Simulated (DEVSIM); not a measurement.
Device: Schottky contact on n-type CdTe, at 300 K.

Layer 1 from the left is CdTe, thickness (μm) 11.0, Nd (cm⁻³) 7.6e16, τn (s) 3.5e-8, τp (s) 3.5e-8.

Left contact: Schottky, work function 5.01 eV, emission velocity 4.4e6 cm/s. Right contact: ohmic. Voltage is applied to the left contact. Recombination: SRH at mid-gap. Mobility is constant in doping.

This is a model device: material constants are rounded textbook-type values typed into the input, and sizes, dopings and lifetimes were drawn at random. Values at 300 K.

CdTe: gap (eV) 1.5, affinity (eV) 4.28, permittivity 10.2, Nc (cm⁻³) 8e17, Nv (cm⁻³) 1.8e19, μn (cm²/Vs) 1000, μp (cm²/Vs) 80.

Simulated with DEVSIM: 1D drift-diffusion, Boltzmann statistics, complete ionisation; no tunnelling, impact ionisation, image-force lowering or self-heating. Metal contacts follow the ideal Schottky-Mott rule: no Fermi-level pinning, no interface dipoles.

Dark forward current:

| |V| (V) | |J| (A/cm²) |
|---|---|
| 0.05 | 1.757e-6 |
| 0.10 | 1.389e-5 |
| 0.15 | 9.764e-5 |
| 0.20 | 0.0006757 |
| 0.25 | 0.004664 |
| 0.30 | 0.03216 |
| 0.35 | 0.2214 |
| 0.40 | 1.516 |
| 0.45 | 10.10 |
| 0.50 | 58.39 |
| 0.55 | 223.8 |
| 0.60 | 528.4 |
| 0.65 | 920.7 |
| 0.70 | 1361 |
| 0.75 | 1828 |
| 0.80 | 2313 |

### Question
Work out the local ideality factor n = ΔV / (kT/q · ln(J2/J1)) between the rows 0.15 and 0.20 V, 0.75 and 0.80 V.

### Answer
kT/q = 25.85 mV. From 0.15 to 0.20 V: ln(0.0006757/9.764e-5) = 1.934, n = 1.00, near the 1 of diffusion or emission over a barrier. From 0.75 to 0.80 V: ln(2313/1828) = 0.235, n = 8.22; the layers' resistance at their doping, Σ W/(qμN) = 9.0e-5 Ω cm², would take 44 mV of this step of 50 mV.

### Question
Estimate the current at 0.30 V for emission alone, J0 = q v N_band exp(−φB/kT), and read the barrier back from the simulated current.

### Answer
φB = 0.730 eV, N_band = 8.00e17 cm⁻³, J0 = 3.07e-7 A/cm²; J = J0 (exp(qV/kT) − 1) = 0.0337 A/cm². The simulation gives 0.0322 A/cm²; the estimate lies 4.6 % above. Read backwards, the simulated current gives an apparent barrier of 0.731 eV. The estimate leaves out transport through the depletion region and minority injection.
